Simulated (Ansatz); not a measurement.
Amorphous In6Ga12Zn6O33, 57 atoms at 5.51 g/cm³, one PBE-relaxed geometry, zone centre. Methods: PBE, scalar-relativistic without spin-orbit coupling (Ansatz, a first-principles code); r2SCAN, scalar-relativistic without spin-orbit coupling (Ansatz); HSE06, scalar-relativistic without spin-orbit coupling (Ansatz). Plane waves to 420 eV (r2SCAN 500 eV); exact exchange is cut at the cell's faces. At PBE the levels at the filled edge of the gap are localised (band-tail or defect states), and the nearest spread-out levels lie 1.2 eV apart at the zone centre. All rungs ran without spin polarisation.

The cell was made by melting and quenching with the CHGNet potential and then relaxed with DFT. O atoms were pushed apart under 1.9 Å during the dynamics, to hinder bonds among them. The hot cell started wider than the set density and was brought back towards it in steps. It is the lowest in DFT energy of 2 quenches. It is a model cell: composition and starting density were chosen by hand, and all elements were melted together. No dispersion term was used. Its density started from a set value of 5.59 and ended at 5.51 g/cm³. The simulated quench (nominally 170 K/ps over its main leg) is rapid and tends to freeze in more defects than a deposited or slowly cooled glass has. One small periodic cell is one sample of the glass; other quenches scatter about these values. Volume and shape were free in the relaxation.

The relaxation ran on the zone centre alone. At PBE the level gap is 0.77 eV on a 2×2×2 Γ-centred mesh, and the spacing at the zone centre alone 0.88 eV.

**Question.** What zone-centre spacing does r2SCAN give, roughly?

**Answer.** 1.31 eV (+0.43 eV against PBE).

**Question.** What zone-centre spacing does HSE06 give, roughly?

**Answer.** 2.47 eV (+1.59 eV against PBE).

The highest filled and the lowest empty state spread over these numbers of atoms (participation numbers): PBE: 10.1 and 47.4; r2SCAN: 9.7 and 45.9; HSE06: 9.8 and 44.8.
